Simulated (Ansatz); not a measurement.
Consider ScAl3 in the Cu3Au type structure (space group Pm-3m, No. 221; a = 4.0725 Å; relaxed with 0.1 eV smearing). Axes: x, y, z lie along the cube axes.

Calculations: PBEsol (Ansatz, a first-principles code; PAW; 420 eV plane waves; spin-orbit coupling left out).

For the base:

Shortest interatomic distance: 2.880 Å
Band gap: zero

Perturbation: tensor shear ε_xy = +0.33 % (engineering shear γ = 0.0066); the atoms relax in the strained cell.

Problem. What does the calculation give for the energy relative to the base, stress, shortest interatomic distance and band gap after the change?

Solution. The energy hardly moves; the stress (xx, yy, zz, yz, xz, xy; compression positive) is (0.0, 0.0, 0.0, 0.0, 0.0, -0.5) GPa; the shortest interatomic distance shrinks by 0.010 Å to 2.870 Å; the band gap remains zero.

Stability against distortions was not tested. The final runs are not spin-polarised.
